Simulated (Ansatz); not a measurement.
An Ansatz (a program for electronic structure) run: Au with a change (biaxial strain +3.00 %, plane normal [001], relaxed out of plane); Ansatz, LDA, PAW, cutoff 420 eV, no spin-orbit coupling.

Input:

Ansatz 0.2 input:
```yaml
crystal:
  lattice:
    - [2.9479988366, 0, 0]
    - [0, 2.9479988366, 0]
    - [1.4739994183, -1.4739994183, 1.9934773968]
  atoms:
    - { symbol: Au, position: [0, 0, 0] }
basis: { ecutwfc: 420, ecutrho_ratio: 4, xc_grid: 2, fft_grid_basis: typed }
kpoints: { mp_grid: { grid: [28, 28, 28] } }
hamiltonian:
  xc: lda
  dispersion: none
  pseudopotentials: { kind: paw }
scf: { occupations: { method: fermi_dirac, width: 0.1 } }
relax: { f_tol: 0.005, max_steps: 50, cell: { stress_tol: 0.01, fix: [a, b, gamma] } }
output: { forces: true, stress: true }
checkpoint: { write: state.ck, write_every: 1000 }
```

Output (explanatory and most iteration lines left out):

```
Relaxation: its limit of steps is 50 (relax.max_steps)
Pseudopotential: Au, paw, valence charge 19
Crystal: 1 atoms, lattice volume = 17.325 Å³
Basis set: ecut = 420 eV, 331 PW (Γ), exchange–correlation on 40×40×40 points (8 copies of the dense FFT grid, shifted against one another)
Bands: 14, of which v1, the nominal top of the filled ones, is band 10 counted from 1 (9 counted from 0)
Symmetry: 16 space group operations
Space group: I4/mmm (ITA 139), of the structure as read, at distance tolerance 2.6e-5 Å
k-points: 1639 of 21952
Functional: x = slater, c = lda
SCF iter   1: F=—  HF=-12864.941408 eV  |F-HF|=—  |Δ(HF+E_count)|=         —  Δρ=8.24e-3  dr2=7.71e-3  ethr=1.77e-3  ⟨swp⟩=4.7  Hψ=116697  notcnv=0
SCF iter   2: F=—  HF=-12864.939570 eV  |F-HF|=—  |Δ(HF+E_count)|=   1.84e-3  Δρ=3.93e-3  dr2=1.45e-3  ethr=4.06e-5  ⟨swp⟩=1.0  Hψ=36058  notcnv=0
SCF 1 converged in 6 iterations: F = -12864.939068 eV  dr2 = 6.54e-12
relax step   1: F+E_penalty+E_count = -12864.93906815 eV  Δ(F+E_penalty+E_count) = +0.000e0 eV  max|allowed force component| = 0.000e0 eV/Å  Δτ_max = 0.0000 Å  P = -7.464 GPa  Ω = 17.325 Å³  fix = [a, b, gamma]  reactions: a -7.719, b -7.719 GPa  (6 SCF iters, dr2 threshold 1.00e-7 eV, accepted)
[... steps on the carried basis left out ...]
relax step   5: F+E_penalty+E_count = -12864.95427404 eV  Δ(F+E_penalty+E_count) = -2.554e-7 eV  max|allowed force component| = 0.000e0 eV/Å  Δτ_max = 0.0000 Å  P = -0.768 GPa  Ω = 16.660 Å³  energy of the carried Pulay correction = +1.725e-4 eV  fix = [a, b, gamma]  reactions: a -1.152, b -1.152 GPa  (4 SCF iters, dr2 threshold 2.63e-10 eV, accepted)
Crystal: 1 atoms, lattice volume = 16.660 Å³
SCF iter   1: F=—  HF=-12864.954089 eV  |F-HF|=—  |Δ(HF+E_count)|=         —  Δρ=1.05e-4  dr2=2.40e-7  ethr=6.69e-9  ⟨swp⟩=3.1  Hψ=180637  notcnv=0
SCF iter   2: F=—  HF=-12864.954089 eV  |F-HF|=—  |Δ(HF+E_count)|=   2.28e-8  Δρ=4.97e-5  dr2=4.72e-8  ethr=1.27e-9  ⟨swp⟩=2.0  Hψ=38535  notcnv=0
SCF 6 converged in 6 iterations: F = -12864.954089 eV  dr2 = 1.69e-14
SCF converged after 6 iterations
Free energy (F): -12864.954089 eV
Internal energy: -12864.944662 eV  (E = F + TS)
E sigma→0 (E₀):  -12864.949376 eV
Entropy (-TS):   -0.009428 eV (-9.428 meV/atom)
Fermi energy:    20.898879 eV
--- Forces (eV/Å), atoms counted from 1 ---
  atom   1  Au    -0.00000000     0.00000000     0.00000000
--- Stress (GPa, compression-positive) ---
       -1.147396       0.000000       0.000000
        0.000000      -1.147396       0.000000
        0.000000       0.000000       0.002797
  P = ⅓ Tr σ = -0.7640 GPa (-7.640 kbar)
--- Relaxed structure (5 steps of the walk, 5 accepted, 1 SCFs on fresh bases) ---
  cell:  # Å, volume = 16.6603 Å³
    - [2.9479988366, 0.0, 0.0]
    - [0.0, 2.9479988366, 0.0]
    - [1.4739994183, -1.4739994183, 1.9170230196921356]
  atoms:
    - { symbol: Au, position: [0.0, 0.0, 0.0] }
```

Stability against distortions was not tested. The cell was made from Au in the fcc (Cu type) structure (space group Fm-3m, No. 225) by this change: biaxial strain +3.00 %, plane normal [001], relaxed out of plane.
